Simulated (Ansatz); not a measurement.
Reference: GaN (P6_3mc), PBE with spin-orbit coupling, rigid bands (plane waves, PAW; Ansatz, a quantum-chemistry and plane-wave program); axes and stresses refer to this cell.

```yaml
crystal:
  lattice:
    - [3.18259, 0.00000, 0.00000]
    - [-1.59130, 2.75620, 0.00000]
    - [0.00000, 0.00000, 5.18543]
  atoms:
    - { symbol: Ga, position: [0.33333, 0.66667, 0.99919] }
    - { symbol: Ga, position: [0.66667, 0.33333, 0.49919] }
    - { symbol: N, position: [0.33333, 0.66667, 0.37581] }
    - { symbol: N, position: [0.66667, 0.33333, 0.87581] }
```

- band gap = 1.93 eV
- hole mass along x = 1.46 mₑ
- electron conductivity mass = 0.183 mₑ

**Question.** Change: uniaxial stress along c of -16 GPa (compression positive). What happens to band gap, hole mass along x, electron conductivity mass?

**Answer.** band gap drops to 1.46 eV; hole mass along x falls to 1.12 mₑ; electron conductivity mass drops to 0.158 mₑ.

Masses are for dilute carriers at 300 K, harmonic means over directions unless an axis is named. Stresses and pressures are the targets of the relaxation.  The structure type is held under load, also where the real crystal would transform.
